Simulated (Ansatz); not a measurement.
What biaxial strain +1.14 %, plane normal [001], relaxed out of plane does to Rh

Start from Rh in the fcc (Cu type) structure (space group Fm-3m, No. 225; a = 3.802 Å; relaxed with 0.1 eV smearing). Axes: x, y, z lie along the cube axes.

One thing is altered: tensile biaxial strain of 1.14 % in the plane normal to [001], as in epitaxy on a mismatched substrate; the out-of-plane cell vector and the atoms relax.

Computed with r2SCAN/PAW in Ansatz (an electronic-structure program), scalar-relativistic without spin-orbit coupling, earlier PAW set. k-mesh 30×30×30 (Γ-centred); smearing 0.1 eV (Fermi–Dirac).

- Volume per atom: 13.91 Å³ (base 13.74 Å³)
- Space group: I4/mmm (No. 139) (base Fm-3m (No. 225))
- Shortest interatomic distance: 2.690 Å (base 2.688 Å)
- Energy relative to the base (free energy F): +5.0 meV/atom
- Band gap: zero (base zero)
- Out-of-plane strain: -1.02 %
- Ratio −ε⊥/ε∥: 0.89
- Mean in-plane stress (compression positive): -5.0 GPa

Cost of the whole job for the changed cell (relaxation, final SCF and bands): very roughly 2.3 core-minutes.

Stability against distortions was not tested. All final runs are without spin polarisation.
